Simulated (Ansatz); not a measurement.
Base system: BP in the zinc blende structure (space group F-43m, No. 216; a = 4.548 Å).

Calculations: PBE (Ansatz, a program for electronic structure), scalar-relativistic without spin-orbit coupling.

Base values:

```
Quantity              Result
-------------------  -------
Smallest direct gap  3.39 eV
Band gap             1.25 eV
```

Modification: every lattice vector is stretched by 3.00 %; the atoms relax in the strained cell.

Q: Estimate the effect on the smallest direct gap.

A: The smallest direct gap falls by 0.11 eV, from 3.39 eV to 3.28 eV.

Q: Estimate the effect on the band gap.

A: The band gap rises by 0.12 eV (1.25 eV → 1.37 eV).

Stability against distortions was not tested.
